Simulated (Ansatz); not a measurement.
The structure below was relaxed with Ansatz (an electronic-structure program), PBEsol, PAW, cutoff 420 eV, spin-orbit coupling left out.

Space group P6₃/mmc (No. 194); a = 3.138 Å, b = 3.138 Å, c = 13.639 Å, α = 90.00°, β = 90.00°, γ = 120.00°

| atom | site | symmetry | x | y | z |
|---|---|---|---|---|---|
| Ti | 4f | 3m. | 0.3333 | 0.6667 | 0.0811 |
| Sn | 2d | -6m2 | 0.6667 | 0.3333 | 0.2500 |
| C | 2a | -3m. | 0.0000 | 0.0000 | 0.0000 |

**Question.** Write out a cell with all atoms.

**Answer.** 
```
Ti2SnC
1.0
    3.13823     0.00000     0.00000
   -1.56912     2.71779     0.00000
    0.00000     0.00000    13.63851
Ti Sn C
4 2 2
Direct
  0.66667   0.33333   0.58108
  0.33333   0.66667   0.41892
  0.33333   0.66667   0.08108
  0.66667   0.33333   0.91892
  0.66667   0.33333   0.25000
  0.33333   0.66667   0.75000
  0.00000   0.00000   0.50000
  0.00000   0.00000   0.00000
```
This is the conventional cell.

Stability against distortions was not tested. All final runs are without spin polarisation. The cell was made from Ti2InC by this change: In → Sn; the result is a model cell, its experimental status unchecked.
